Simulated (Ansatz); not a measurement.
H2O on the 1x1 (110) surface of bcc W, one in a 2x2 cell, started at the site 'hollow W-W-W'

These are r2SCAN, at the PBE geometry (plane waves to 500 eV, PAW; Ansatz, a quantum-chemistry and plane-wave program) values and carry that method's errors.

Set-up: 19 atoms, 6.6 Å thick at the start under the adsorbate (thin: gaps and levels are the slab's own); mesh 6x6x1; 0.1 eV smearing; dipole correction on; single point; no symmetry held, on the structure that PBE left; no spin, no spin-orbit, no U, no dispersion correction. At the end it is bonded to W. In PBE it is, or lies within 0.03 eV of, the lowest of the starts that converged; the order may differ at this level.

* **adsorption energy against H2O(g) at the same level**: -634 meV
* **work function of the top face**: 3.57 eV
* **change of the work function**: -1.32 eV
* **change of the step from the bottom to the top vacuum level, against the clean slab**: -1.31 eV
* **height of the binding atom over the mean of the host atoms within 0.3 Å of the top one**: 2.412 Å
* **nearest host atoms of the binding atom**: W at 2.34 Å, W at 3.64 Å, W at 3.66 Å
* **note**: in the relaxation the adsorbate left its starting site by 1.6 Å
* **cost**: around 4 core-minutes (rough)

A negative adsorption energy means that the adsorbate is more stable on the surface than in its reference.
